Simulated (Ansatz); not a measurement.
For Zn4Te3S (model structure, P-4m2, No. 115, 8 atoms in the cell), PBEsol in Ansatz (plane waves, PAW) gives:

| Quantity | Value |
|---|---|
| lattice parameter a | 4.177 Å |
| c axis length | 11.709 Å |
| bulk modulus B0 | 55.6 GPa |
| cohesive energy | 2.74 eV/atom |
| band gap | 1.06 eV |

Question: What does r²SCAN in Ansatz (PAW) give for the same quantities?

Answer: 
- lattice constant a: 4.210 Å (increases by 0.8 %)
- lattice parameter c: 11.793 Å (goes up by 0.7 %)
- bulk modulus: 55.2 GPa (decreases by 0.7 %)
- cohesive energy: 2.58 eV/atom (decreases by 0.16 eV/atom)
- band gap: 1.60 eV (goes up by 0.54 eV)

Changes are worked out from the printed values.

Unless a cell is named, each level is at its own relaxed cell (PBEsol 25.54, r²SCAN 26.12 Å³/atom).

Levels without +SOC leave out spin–orbit coupling, which shifts energies and cells of such heavy elements.

Spin–orbit coupling is included only where a level's name says +SOC; with heavier elements it mostly lowers gaps and can invert bands. Density-functional gaps are differences of (generalised) Kohn–Sham levels.

Caveats: the bulk modulus is −V dP/dV from two relaxed cells at ±2 % in volume (PBEsol, r²SCAN). Ansatz's density-functional and Hartree–Fock values are scalar-relativistic unless marked +SOC, with PAW data made under PBE.

A model structure was made by putting elements into a prototype or built by hand; it is no filed structure, need not be a known phase, and can be a saddle point held by its symmetry.

Ansatz is an electronic-structure program.
